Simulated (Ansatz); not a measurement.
A relaxation of the atoms of Li₂Al (Cm, 6 atoms in the cell) with Ansatz (a first-principles code).

Computed with LDA (PW92), default PAW files made with PBE (plane waves; Ansatz).

The change in words: one atom moved by 0.15 angstrom; relax: default → atoms; relax.f_tol: default → 0.1 eV/Å. Reference geometry:
```
CELL_PARAMETERS angstrom
      2.29917    -4.84774     0.00000
      2.29917     4.84774     0.00000
      0.00000     0.00000     4.44419
ATOMIC_POSITIONS crystal
  Li 0.24139 0.75861 0.25000
  Li 0.75861 0.24139 0.75000
  Li 0.58986 0.41014 0.25000
  Li 0.41014 0.58986 0.75000
  Al 0.92502 0.07498 0.25000
  Al 0.07498 0.92502 0.75000
```

Reference input (self-consistent single point, DFT, LDA (PW92), plane waves, default PAW files made with PBE): basis.ecutwfc = 420 eV; kpoints.mp_grid.grid = 8 8 8; hamiltonian.xc = lda; hamiltonian.pseudopotentials = {kind: paw} (the program's default PAW files); scf.occupations.method = gaussian; scf.occupations.width = 0.1 eV. This run's input differs from it in these lines:

```diff
@@ -6,3 +6,3 @@
   atoms:
-    - { symbol: Li, position: [0.241390, 0.758610, 0.250000] }
+    - { symbol: Li, position: [0.241390, 0.758610, 0.283752] }
     - { symbol: Li, position: [0.758610, 0.241390, 0.750000] }
@@ -21,2 +21,4 @@
   occupations: { method: gaussian, width: 0.1 eV }
+relax:
+  f_tol: 0.1
 output:
```

Output (repeated stretches shortened):

```
   [... SCF lines of the steps left out ...]
relax step   1: F+E_penalty+E_count = -1833.38444181 eV  Δ(F+E_penalty+E_count) = +0.000e0 eV  max|allowed force component| = 4.117e-1 eV/Å  Δτ_max = 0.0000 Å  (6 SCF iters, dr2 threshold 1.00e-4 eV, accepted)
relax step   2: F+E_penalty+E_count = -1833.40409114 eV  Δ(F+E_penalty+E_count) = -1.965e-2 eV  max|allowed force component| = 2.433e-1 eV/Å  Δτ_max = 0.1946 Å  (5 SCF iters, dr2 threshold 1.06e-5 eV, accepted)
relax step   3: F+E_penalty+E_count = -1833.41573462 eV  Δ(F+E_penalty+E_count) = -1.164e-2 eV  max|allowed force component| = 6.085e-3 eV/Å  Δτ_max = 0.0683 Å  (5 SCF iters, accepted)
the relaxation is at rest under the 2 symmetry operations that the run kept from its start: a minimum is not shown …
Stability not checked: this state was not tested for a lower state beside it, because too few of the mixer's solves of this state at the end of the SCF gave a …
Free energy (F): -1833.415735 eV
Internal energy: -1833.403944 eV  (E = F + TS)
E sigma→0 (E₀):  -1833.409839 eV
Entropy (-TS):   -0.011791 eV (-1.965 meV/atom)
Fermi energy:    3.246751 eV
--- Forces (eV/Å), atoms counted from 1 ---
  atom   1  Li     0.00000000     0.00488565     0.00608047
   [... lines left out ...]
    - { symbol: Li, position: [0.5888266293599723, 0.4111733706400279, 0.25601378684246345] }
    - { symbol: Li, position: [0.4111629174131294, 0.5888370825868708, 0.7555317177062094] }
    - { symbol: Al, position: [0.9241742130195707, 0.0758257869804293, 0.2556415075203762] }
    - { symbol: Al, position: [0.07566869391863518, 0.9243313060813648, 0.7555781702888382] }
```

The run converged.  The full log also holds: “iter 4 did not close the SCF: its close was put off for the readings that it lacked (scf_convergence_deferred on its scf_iter line)”. The full log also holds: “iter 5 did not close the SCF: its close was put off for the readings that it lacked (scf_convergence_deferred on its scf_iter line)”.

Summary of the result:
| Quantity | Result |
|---|---|
| Free energy E − TS (on the zero of these files) | -1833.4157 eV |
| Fermi level (on the code's own zero) | 3.25 eV |
| Pressure | -2.15 GPa |
| Largest force (vector length) | 0.008 eV/Å |
| Relaxation steps | 3 |

The starting cell comes from a database of computed structures (which also holds hypothetical and non-ambient phases and stackings), without a prior relaxation at this level. Its lattice was rescaled by up to half a per cent. For this run, on top of that: one atom moved by 0.15 angstrom. Ansatz's pressure includes its estimate of the finite-basis (Pulay) stress.

Cost on one core of a shared machine: roughly 60 s.

Keys are those of Ansatz 0.2.
